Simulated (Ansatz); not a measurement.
Cl on the 1x1 (110) surface of bcc W, one in a 1x1 cell, energies for each (7.2 Å²). Energies are against ½ Cl2(g), without zero-point or thermal terms; each row is named by its start.

Level of theory: PBE (plane waves to 420 eV, PAW; Ansatz, a quantum-chemistry and plane-wave program).

Set-up: 5 atoms, 6.6 Å thick at the start under the adsorbate (thin: gaps and levels are the slab's own); mesh 12x12x1; 0.1 eV smearing; dipole correction on; 2 atoms held, the rest relaxed; each run with such symmetry as its start has; no spin, no spin-orbit, no U, no dispersion correction.

A negative adsorption energy means that the adsorbate is more stable on the surface than in its reference. Heights count from the host atoms within 0.3 Å of the top one.

```csv
starting site,E_ads (eV),height (Å),nearest host atom (Å),bonded to,Δ work function (eV),lateral drift (Å)
top W,-1.12,2.26,W 2.26,W,0.67,0.0
hollow W-W-W,-1.29,1.92,W 2.45,3 W,-0.81,0.1
bridge W-W (span 2.8 Å),-1.32,2.01,W 2.44,2 W,-0.27,0.0
bridge W-W (span 3.2 Å),-0.75,1.99,W 2.55,4 W,-0.27,0.0
```
